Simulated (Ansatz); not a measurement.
A zone-centre phonon calculation of LaAl2 (Fd-3m, 6 atoms in the cell) with Ansatz (an electronic-structure program).

Computed with LDA (PW92), default PAW files made with PBE (plane waves; Ansatz).

```
LaAl2
1.0
    0.00000     4.04414     4.04414
    4.04414     0.00000     4.04414
    4.04414     4.04414     0.00000
La Al
2 4
Cartesian
  0.00000   0.00000   0.00000
  2.02207   2.02207   2.02207
  5.05518   5.05518   5.05518
  5.05518   3.03311   3.03311
  3.03311   3.03311   5.05518
  3.03311   5.05518   3.03311
```

Reference input (self-consistent single point, DFT, LDA (PW92), plane waves, default PAW files made with PBE): basis.ecutwfc = 30.9 Ry; kpoints.mp_grid.grid = 7 7 7; hamiltonian.xc = lda; hamiltonian.pseudopotentials = {kind: paw} (the program's default PAW files); scf.occupations.method = fermi_dirac; scf.occupations.width = 0.0073 Ry. This run's input differs from it in these lines:

Ansatz 0.2 input:
```diff
@@ -16,3 +16,3 @@
 kpoints:
-  mp_grid: { grid: [7, 7, 7] }
+  mp_grid: { grid: [9, 9, 9] }
 hamiltonian:
@@ -22,6 +22,4 @@
   occupations: { method: fermi_dirac, width: 0.0073 Ry }
-output:
-  forces: true
-  eigenvalues: true
-  stress: true
+phonons:
+  method: dfpt
```

Output (repeated stretches shortened):

```
SCF iter   1: F=—  HF=-14206.830065 eV  |F-HF|=—  |Δ(HF+E_count)|=         —  Δρ=4.10e-3  dr2=1.60e-2  ethr=1.77e-3  ⟨swp⟩=6.7  Hψ=26272  notcnv=0  defer=4
all-band conjugate gradients solve this SCF's bands
preconditioner: auto → Kerker (q_TF=auto, 2.175 Å⁻¹)
SCF iter   2: F=—  HF=-14206.825197 eV  |F-HF|=—  |Δ(HF+E_count)|=   4.87e-3  Δρ=2.22e-3  dr2=5.00e-3  ethr=4.70e-5  ⟨swp⟩=3.0  Hψ=11807  notcnv=0
   [... lines left out ...]
SCF iter   5: F=—  HF=-14206.824179 eV  |F-HF|=—  |Δ(HF+E_count)|=   7.95e-6  Δρ=1.14e-5  dr2=3.76e-7  ethr=7.43e-8  ⟨swp⟩=2.2  Hψ=8355  notcnv=0
SCF iter   6: F=—  HF=-14206.824179 eV  |F-HF|=—  |Δ(HF+E_count)|=   2.41e-7  Δρ=2.50e-6  dr2=1.26e-8  ethr=1.10e-9  ⟨swp⟩=3.0  Hψ=9214  notcnv=0
SCF iter   7: F=—  HF=-14206.824179 eV  |F-HF|=—  |Δ(HF+E_count)|=   2.07e-9  Δρ=3.81e-7  dr2=1.88e-10  ethr=3.72e-11  ⟨swp⟩=2.0  Hψ=6314  notcnv=0
SCF iter   8: F=-14206.824179 eV  HF=-14206.824179 eV  |F-HF|=1.82e-12  |Δ(HF+E_count)|=  5.46e-12  Δρ=6.23e-8  dr2=7.28e-12  ethr=1.00e-12  ⟨swp⟩=10.3  Hψ=28271  notcnv=0
SCF 1 converged in 8 iterations: F = -14206.824179 eV  dr2 = 7.28e-12
DFPT response loops at Γ: preconditioner auto → Kerker (q_TF=auto, 2.175 Å⁻¹) (partly filled bands, converged f_vac=0.000) …
Free energy (F): -14206.824179 eV
Internal energy: -14206.701021 eV  (E = F + TS)
E sigma→0 (E₀):  -14206.762600 eV
Entropy (-TS):   -0.123158 eV (-20.526 meV/atom)
Fermi energy:    9.849520 eV
--- Phonons (Γ-DFPT): 2 representative perturbations + reference, on 205 of 729 k-points (Σ response iterations 6) ---
  k mesh reduced under 2 symmetry operations, with k and −k counted as one. Each operation leaves every solved perturbation unchanged …
  ASR residual: 1.297e-4 → 0.000e0 eV/Å²; symmetrization residual: 8.689e-7 eV/Å²
  ASR residual per site (eV/Å²): 1.30e-4 1.30e-4 1.17e-5 1.17e-5 1.17e-5 1.17e-5
  Γ frequencies (cm⁻¹): 0.00 0.00 0.00 99.39 99.39 99.39 153.98 153.98 153.98 188.01 188.01 188.01 212.07 212.07 237.24 237.24 237.24 309.78
  non-analytic LO–TO correction: not included (Born effective charges unavailable; polar crystals: no LO–TO splitting at Γ)
```

The run converged in 8 iterations. 

Summary of the result:
- Free energy E − TS (on the zero of these files) = -14206.8242 eV
- Fermi level (on the code's own zero) = 9.85 eV
- Zone-centre frequencies (cm⁻¹; negative means imaginary) = 0, 0, 0, 99, 99, 99, 154, 154, 154, 188, 188, 188, 212, 212, 237, 237, 237, 310

The starting cell comes from a database of computed structures (which also holds hypothetical and non-ambient phases and stackings), without a prior relaxation at this level. Its lattice was rescaled by up to half a per cent.

Cost on one core of a shared machine: roughly 4 min.
